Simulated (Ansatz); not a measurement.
An Ansatz (a quantum-chemistry and plane-wave program) run: C with a change (biaxial strain +1.50 %, plane normal [001], relaxed out of plane); r2SCAN (Ansatz, PAW, no SOC).

Input:

Ansatz 0.2 input:
```yaml
crystal:
  lattice:
    - [2.5552609982, 0, 0]
    - [0, 2.5552609982, 0]
    - [1.2776304991, -1.2776304991, 1.7667892233]
  atoms:
    - { symbol: C, position: [0, 0, 0] }
    - { symbol: C, position: [0.75, 0.75, 0.5] }
basis: { ecutwfc: 500, ecutrho_ratio: 4, xc_grid: 4, fft_grid_basis: typed }
kpoints: { mp_grid: { grid: [16, 16, 16] } }
hamiltonian:
  xc: r2scan
  dispersion: none
  pseudopotentials: { kind: paw }
scf: { occupations: { method: fermi_dirac, width: 0.05 } }
relax: { f_tol: 0.005, max_steps: 50, cell: { stress_tol: 0.01, fix: [a, b, gamma] } }
output: { forces: true, stress: true }
checkpoint: { write: state.ck, write_every: 1000 }
```

Output (explanatory and most iteration lines left out):

```
Relaxation: its limit of steps is 50 (relax.max_steps)
Pseudopotential: C, paw, valence charge 4
Crystal: 2 atoms, lattice volume = 11.536 Å³
Basis set: ecut = 500 eV, 283 PW (Γ), exchange–correlation on 80×80×80 points (64 copies of the dense FFT grid, shifted against one another)
Bands: 8, of which v1, the nominal top of the filled ones, is band 4 counted from 1 (3 counted from 0)
Symmetry: 16 space group operations
Space group: I41/amd (ITA 141), of the structure as read, at distance tolerance 2.3e-5 Å
k-points: 349 of 4096
Functional: x = r2scan, c = r2scan; τ floored in thin density (d = 2e-4 eV/Å³)
SCF iter   1: F=—  HF=-503.038168 eV  |F-HF|=—  |Δ(HF+E_count)|=         —  Δρ=8.86e-3  dr2=2.43e-3  dr2_τ=3.63e-1  ethr=1.77e-3  ⟨swp⟩=5.0  Hψ=18556  notcnv=0
SCF iter   2: F=—  HF=-503.092241 eV  |F-HF|=—  |Δ(HF+E_count)|=   5.41e-2  Δρ=5.55e-3  dr2=9.87e-4  dr2_τ=5.59e-5  ethr=3.03e-5  ⟨swp⟩=2.0  Hψ=8376  notcnv=0
SCF 1 converged in 6 iterations: F = -503.092302 eV  dr2 = 1.39e-9
relax step   1: F+E_penalty+E_count = -503.09230194 eV  Δ(F+E_penalty+E_count) = +0.000e0 eV  max|allowed force component| = 1.110e-16 eV/Å  Δτ_max = 0.0000 Å  P = -9.602 GPa  Ω = 11.536 Å³  fix = [a, b, gamma]  reactions: a -16.660, b -16.660 GPa  (6 SCF iters, dr2 threshold 1.00e-7 eV, accepted)
[... steps on the carried basis left out ...]
relax step   3: F+E_penalty+E_count = -503.09298439 eV  Δ(F+E_penalty+E_count) = +1.215e-7 eV  max|allowed force component| = 5.551e-17 eV/Å  Δτ_max = 0.0000 Å  P = -11.386 GPa  Ω = 11.586 Å³  energy of the carried Pulay correction = -2.202e-5 eV  fix = [a, b, gamma]  reactions: a -17.081, b -17.081 GPa  (2 SCF iters, dr2 threshold 1.55e-8 eV, accepted)
Crystal: 2 atoms, lattice volume = 11.586 Å³
SCF iter   1: F=—  HF=-503.093006 eV  |F-HF|=—  |Δ(HF+E_count)|=         —  Δρ=2.14e-5  dr2=1.15e-8  dr2_τ=3.96e-9  ethr=1.84e-8  ⟨swp⟩=3.1  Hψ=27286  notcnv=0
SCF iter   2: F=—  HF=-503.093006 eV  |F-HF|=—  |Δ(HF+E_count)|=   2.25e-8  Δρ=1.13e-5  dr2=3.25e-9  dr2_τ=4.20e-10  ethr=1.44e-10  ⟨swp⟩=2.4  Hψ=4187  notcnv=0
SCF 4 converged in 4 iterations: F = -503.093006 eV  dr2 = 2.55e-13
SCF converged after 4 iterations
Free energy (F): -503.093006 eV
Internal energy: -503.093006 eV  (E = F + TS)
E sigma→0 (E₀):  -503.093006 eV
Fermi energy:    14.984456 eV
--- Forces (eV/Å), atoms counted from 1 ---
  atom   1  C      0.00000000     0.00000000     0.00000000
  atom   2  C      0.00000000     0.00000000    -0.00000000
--- Stress (GPa, compression-positive) ---
      -17.083288       0.000000       0.000000
        0.000000     -17.083288       0.000000
        0.000000       0.000000       0.004298
  P = ⅓ Tr σ = -11.3874 GPa (-113.874 kbar)
--- Relaxed structure (3 steps of the walk, 3 accepted, 1 SCFs on fresh bases) ---
  cell:  # Å, volume = 11.5860 Å³
    - [2.5552609982, -1.2922691649593768e-112, -2.722496563237518e-35]
    - [-1.2922691649593768e-112, 2.5552609982, -2.1609816470697797e-34]
    - [1.2776304991, -1.2776304991, 1.77444494677788]
  atoms:
    - { symbol: C, position: [1.4259625562022524e-35, -1.1922677866118378e-35, -2.3845355732236757e-35] }
    - { symbol: C, position: [0.75, 0.7500000000000001, 0.5] }
```

Whether these cells are dynamically stable was not tested. The cell was made from C in the diamond structure (space group Fd-3m, No. 227) by this change: biaxial strain +1.50 %, plane normal [001], relaxed out of plane.
